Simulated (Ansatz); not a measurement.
The parent structure is PbTe in the rock salt structure (space group Fm-3m, No. 225).

```
PbTe
1.0
    0.00000     3.22119     3.22119
    3.22119     0.00000     3.22119
    3.22119     3.22119     0.00000
Te Pb
1 1
Cartesian
  0.00000   0.00000   0.00000
  3.22119   3.22119   3.22119
```

The other end (x = 1) is CdPb in the rock salt structure (space group Fm-3m, No. 225; a hypothetical phase, not in the database extracts checked): 27.97 Å³/atom, gap zero; this end may not be an ambient phase.

Method: PBEsol (Ansatz, a quantum-chemistry and plane-wave program, PAW, no spin-orbit coupling), earlier PAW set.

Cd replaces a fraction x of Te; each row is one arrangement (x, atoms in the cell, starting space group or random), fully relaxed.

One change was made to it. Results:

```json
[
 {"quantity": "mean first-shell distances", "base": "–", "after": "Te–Pb 3.106 Å (end compound 3.221 Å), Cd–Pb 3.084 Å (end compound 3.036 Å)"},
 {"quantity": "mixing energy (to 0.01 eV only: unlike meshes or grids) (against an end that may be hypothetical)", "base": "–", "after": "+0.04 eV/atom"},
 {"quantity": "band gap", "base": "0.65 eV", "after": "zero"},
 {"quantity": "volume per atom", "base": "33.42 Å³", "after": "29.49 Å³"}
]
```

Problem. Name the change that was made.
(A) x(Cd) = 0.333, 6 atoms, Immm
(B) x(Cd) = 0.75, 8 atoms, P4/mmm
(C) x(Cd) = 0.5, 4 atoms, R-3m

Solution. B, x(Cd) = 0.75, 8 atoms, P4/mmm. For comparison, the mean first-shell distances in the other runs: x(Cd) = 0.333, 6 atoms, Immm gives Te–Pb 3.182 Å (end compound 3.221 Å), Cd–Pb 3.118 Å (end compound 3.036 Å); x(Cd) = 0.5, 4 atoms, R-3m gives Te–Pb 3.161 Å (end compound 3.221 Å), Cd–Pb 3.129 Å (end compound 3.036 Å).

These are small ordered cells, not random alloys; other orderings at the same x differ. With Pb and Te present, leaving out spin-orbit coupling can change the band edges. Stability against distortions was not tested. All final runs are without spin polarisation. Under x(Cd) = 0.5, 4 atoms, R-3m the cell changed shape so far that it is another structure.
